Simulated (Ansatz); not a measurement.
The starting structures come from a database of crystals and need not be the phases stable at ambient conditions.

 Where the default PAW files enter, the runs use the earlier of Ansatz's two default sets.

Input:

```yaml
crystal:
  lattice:
    - [5.17749, 0.00000, 0.00000]
    - [0.00000, 7.32207, 0.00000]
    - [2.58874, 3.66104, 2.58874]
  atoms:
    - { symbol: Cs, position: [0.00000, 0.00000, 0.00000] }
    - { symbol: Br, position: [0.00000, 0.50000, 0.00000] }
```

Space group of this cell: Fm-3m, rock salt. The cell is taken as given.

Transport runs along the normal of the first two printed cell vectors, the (110) plane of the conventional cell.

The gap is the functional's own. No spin-orbit coupling. Mid-gap values are interpolated on the energy grid.

Question: State the band gap and the smallest decay constant κ at mid-gap according to r2SCAN run with Ansatz (an electronic-structure program).

Answer: Gap 4.90 eV on a 12×12×12 mesh; κ = 0.379 1/Å, at the zone centre.
